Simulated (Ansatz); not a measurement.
These are PBE (plane waves to 420 eV, PAW; Ansatz, a quantum-chemistry and plane-wave program) values and carry that method's errors.

Plane-averaged electrostatic potential energy along the normal, in eV from the Fermi level, for Sn on the 1x1 (110) surface of bcc Nb, one in a 2x2 cell, started at the site 'hollow Nb-Nb-Nb':

(z (Å), V (eV)): (5.59, 4.46); (5.89, 4.45); (6.18, 4.44); (6.48, 4.43); (6.77, 4.40); (7.07, 4.34); (7.36, 4.23); (7.66, 4.02); (7.95, 3.61); (8.24, 2.83); (8.54, 1.38); (8.83, -1.36); (9.13, -7.20); (9.42, -15.37); (9.72, -21.04); (10.01, -20.53); (10.31, -14.17); (10.60, -6.23); (10.89, -2.20); (11.19, -3.81); (11.48, -10.60); (11.78, -18.30); (12.07, -21.48); (12.37, -17.97); (12.66, -10.07); (12.96, -3.11); (13.25, -0.90); (13.54, -3.22); (13.84, -10.26); (14.13, -18.12); (14.43, -21.49); (14.72, -18.17); (15.02, -10.40); (15.31, -3.54); (15.61, -1.68); (15.90, -5.04); (16.19, -12.73); (16.49, -19.73); (16.78, -21.37); (17.08, -16.60); (17.37, -8.53); (17.67, -2.25); (17.96, 0.24); (18.26, 0.70); (18.55, 1.31); (18.84, 2.21); (19.14, 2.26); (19.43, 1.80); (19.73, 2.23); (20.02, 3.39); (20.32, 4.04); (20.61, 4.34); (20.91, 4.49); (21.20, 4.56); (21.49, 4.59); (21.79, 4.61); (22.08, 4.62); (22.38, 4.62); (22.67, 4.62); (22.97, 4.62); (23.26, 4.62)

Slab: 17 atoms, 6.8 Å thick at the start under the adsorbate (thin: gaps and levels are the slab's own); k 5x5x1, smearing 0.1 eV, dipole-corrected; 8 atoms held, the rest relaxed; held to the start's symmetry, so lower structures may exist; no spin, no spin-orbit, no U, no dispersion correction. At the end it is bonded to 4 Nb. In PBE it is, or lies within 0.03 eV of, the lowest of the starts that converged.

The vacuum level lies 4.62 eV above the Fermi level over the top face and 4.46 eV above it under the bottom face.
